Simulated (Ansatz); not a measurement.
An ideal cubic perovskite cell is held by its symmetry; such compounds can tilt or shift off centre at room temperature.

Inside the gap of an insulator the Bloch states are evanescent, with a wavenumber k + iκ along the transport direction.

Data:

```
BaTiO3
1.0
    4.00768     0.00000     0.00000
    0.00000     4.00768     0.00000
    0.00000     0.00000     4.00768
Ba Ti O
1 1 3
Cartesian
  2.00384   2.00384   2.00384
  0.00000   0.00000   0.00000
  2.00384   0.00000   0.00000
  0.00000   2.00384   0.00000
  0.00000   0.00000   2.00384
```

The cell is taken as given; by r2SCAN it stands under a pressure of -1.8 GPa.

Transport runs along the normal of the first two printed cell vectors, the (001) plane of the conventional cell.

No gap correction and no spin-orbit coupling; mid-gap is the computed energy nearest the middle.

Q: Give the band gap and the smallest decay constant κ at mid-gap that r2SCAN (Ansatz, a first-principles code) yields.

A: Gap 2.15 eV on a 8×8×8 mesh; κ = 0.247 1/Å, at the zone centre.
